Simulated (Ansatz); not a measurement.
# A computed series for GaAs: response to strain

Start from GaAs in the zinc blende structure (space group F-43m, No. 216).

```
GaAs
1.0
    0.00000     2.83335     2.83335
    2.83335     0.00000     2.83335
    2.83335     2.83335     0.00000
Ga As
1 1
Direct
  0.00000   0.00000   0.00000
  0.25000   0.25000   0.25000
```

Cartesian axes are those of the cell as printed.

Strains are applied to the cell and any free atomic positions relax.

The values are results of r2SCAN, PAW, 500 eV (Ansatz, an electronic-structure program; scalar-relativistic without spin-orbit coupling), not measurements.

Notes on the quantities. pressure: mean of the normal stresses, compression positive; energy relative to the base: free energy F.

```
variant                      band gap  pressure  energy relative to the base  volume per atom
---------------------------  --------  --------  ---------------------------  ---------------
base                          0.96 eV  0.00 GPa                   0 meV/atom         22.75 Å³
tensor shear ε_xy = +1.71 %   0.80 eV  0.04 GPa                +5.0 meV/atom         22.74 Å³
tensor shear ε_xy = +2.00 %   0.76 eV  0.06 GPa                +6.9 meV/atom         22.74 Å³
tensor shear ε_xy = +0.57 %   0.91 eV  0.01 GPa                +0.6 meV/atom         22.74 Å³
tensor shear ε_xy = +1.43 %   0.83 eV  0.03 GPa                +3.5 meV/atom         22.74 Å³
tensor shear ε_xy = +0.86 %   0.89 eV  0.01 GPa                +1.3 meV/atom         22.74 Å³
tensor shear ε_xy = +1.14 %   0.86 eV  0.02 GPa                +2.2 meV/atom         22.74 Å³
tensor shear ε_xy = +0.29 %   0.94 eV  0.00 GPa                +0.1 meV/atom         22.75 Å³
```

No phonon test of stability was made.
